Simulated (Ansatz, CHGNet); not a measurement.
Ladder of methods for the volume per atom of AlB2-type HfB₂

Reference value: 9.91 Å³/atom (measured, room temperature, not corrected to a static lattice; as tabulated in Burrage et al. (2022), doi:10.3390/ma15082762).

```json
[
 {"level (code)": "CHGNet 0.3.0", "value (Å³/atom)": "9.98"},
 {"level (code)": "LDA (Ansatz)", "value (Å³/atom)": "9.51"},
 {"level (code)": "BLYP (Ansatz)", "value (Å³/atom)": "…"},
 {"level (code)": "PBE (Ansatz)", "value (Å³/atom)": "…"},
 {"level (code)": "PBEsol+SOC (Ansatz)", "value (Å³/atom)": "9.72"},
 {"level (code)": "revPBE (Ansatz)", "value (Å³/atom)": "10.09"},
 {"level (code)": "PBE-D4 (Ansatz)", "value (Å³/atom)": "9.73"},
 {"level (code)": "rVV10 (Ansatz)", "value (Å³/atom)": "…"},
 {"level (code)": "r²SCAN (Ansatz)", "value (Å³/atom)": "9.88"},
 {"level (code)": "r²SCAN-D4 (Ansatz)", "value (Å³/atom)": "9.80"},
 {"level (code)": "r²SCAN+rVV10 (Ansatz)", "value (Å³/atom)": "…"},
 {"level (code)": "HSE06 (Ansatz)", "value (Å³/atom)": "9.87"}
]
```

Task: Fill in the missing entries.

Result: 
- BLYP (Ansatz, a first-principles code), value (Å³/atom): 10.23
- PBE (Ansatz), value (Å³/atom): 9.96
- rVV10 (Ansatz), value (Å³/atom): 10.02
- r²SCAN+rVV10 (Ansatz), value (Å³/atom): 9.83

Differences against the reference: CHGNet 0.3.0 +0.7 %, LDA -4.0 %, BLYP +3.2 %, PBE +0.5 %, PBEsol+SOC -1.9 %, revPBE +1.8 %, PBE-D4 -1.8 %, rVV10 +1.1 %, r²SCAN -0.3 %, r²SCAN-D4 -1.1 %, r²SCAN+rVV10 -0.8 %, HSE06 -0.4 %.

The reference is not for a static lattice or low temperature, so close values are not ranked against it.

The measured value isn't corrected to a static lattice, so vibrations enter the comparison. A static lattice is as a rule a little smaller than the measured one.  Density-functional levels without +SOC have no spin–orbit coupling. HSE06: exact exchange on metals is sensitive to the k mesh and can open a false gap. HSE06: the run warned that the count of filled bands differs between k points. Cutoffs and k meshes differ between the levels. Ansatz's density-functional and Hartree–Fock values are scalar-relativistic unless marked +SOC, with PAW data made under PBE.

Machine-learned potentials (CHGNet 0.3.0) are trained on DFT data: a solid inside that data is no test of them.

Differences are worked out from the printed values.
